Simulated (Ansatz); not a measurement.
**Pressure series in GaSb**

Base system: GaSb in the zinc blende structure (space group F-43m, No. 216).

```xyz
2
Lattice="0.0000 3.0662 3.0662 3.0662 0.0000 3.0662 3.0662 3.0662 0.0000" Properties=species:S:1:pos:R:3 pbc="T T T"
Ga     0.0000     0.0000     0.0000
Sb     1.5331     1.5331     1.5331
```

Cell and atoms are relaxed at each pressure.

Method: r2SCAN (Ansatz, a quantum-chemistry and plane-wave program), no SOC.

Notes on the quantities. enthalpy: H = E + PV relative to the base's energy.

| case | electron mass | band gap | enthalpy |
|---|---|---|---|
| base | 0.023 mₑ (at Γ) | 0.41 eV | – |
| pressure −2 GPa | – | 0.10 eV | -0.37 eV/atom |
| pressure −1 GPa | – | 0.26 eV | -0.18 eV/atom |
| pressure 0.9 GPa | 0.029 mₑ (at Γ) | 0.53 eV | +0.16 eV/atom |
| pressure 2.1 GPa | 0.036 mₑ (at Γ) | 0.69 eV | +0.37 eV/atom |
| pressure 4.5 GPa | 1.7 mₑ along k, 0.092 mₑ across (at L) | 0.85 eV | +0.78 eV/atom |
| pressure 9 GPa | 1.0 mₑ along k, 0.18 mₑ across (off the special points) | [?] | +1.51 eV/atom |
| pressure 15 GPa | 0.99 mₑ along k, 0.18 mₑ across (off the special points) | 0.79 eV | +2.44 eV/atom |
| pressure 22.5 GPa | 0.98 mₑ along k, 0.17 mₑ across (off the special points) | 0.66 eV | +3.53 eV/atom |
| pressure 30 GPa | 0.98 mₑ along k, 0.17 mₑ across (off the special points) | 0.54 eV | +4.56 eV/atom |

Task: Fill in the withheld entries from the trend.

Result: 
- pressure 9 GPa, band gap: 0.91 eV

Spin-orbit coupling, missing from the scalar runs, can matter with Sb. Load acts through the strain it causes; cell and atoms are relaxed under it. Effective masses come from finite differences of ±0.01 Å⁻¹. Along k means along the line from Γ to the band edge. Whether these cells are dynamically stable was not tested. Tetrahedral semiconductors of this kind turn to denser phases somewhere between about 1 and 50 GPa; those were not computed, so compressed cells here can lie past the real transition. A zero or small gap of GaSb under pressure −2 GPa and GaSb under pressure −1 GPa can be the functional's error rather than a property of the material.
